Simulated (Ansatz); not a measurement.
Functionals compared on H on the 1x1 (111) surface of fcc Rh, one in a 2x2 cell, started at the site 'hollow Rh-Rh-Rh over Rh at depth 4.4 Å', in Ansatz (plane waves, PAW). The structure was relaxed with PBE; the other rows are single points on it, each with its references at the same level. Cutoff 420 eV (500 eV for r2SCAN).

Model: 17-atom slab, 6.5 Å thick at the start under the adsorbate (thin: gaps and levels are the slab's own), 6x6x1 mesh, Fermi-Dirac 0.1 eV, dipole correction, 8 atoms held, the rest relaxed; start symmetry kept, larger cells not searched; no spin, no spin-orbit, no U, no dispersion correction. At the end it is bonded to 3 Rh. In PBE it is, or lies within 0.03 eV of, the lowest of the starts that converged. These notes are the PBE run's. Adsorption energies are against ½ H2(g). A negative adsorption energy means that the adsorbate is more stable on the surface than in its reference.

```
functional  adsorption energy (eV)  work function of the top face (eV)  change of the work function (eV)          rough cost of the single point
----------  ----------------------  ----------------------------------  --------------------------------  --------------------------------------
PBE                          -0.55                                5.20                              0.05                                       –
RPBE                         -0.38                                5.03                              0.06            very roughly 50 core-seconds
r2SCAN                         [?]                                 [?]                               [?]  about 90 core-seconds (a rough figure)
```

### Question
What belongs in the gaps?

### Answer

- r2SCAN, adsorption energy (eV): -0.61
- r2SCAN, work function of the top face (eV): 5.21
- r2SCAN, change of the work function (eV): 0.08

Ansatz is a program for electronic structure.
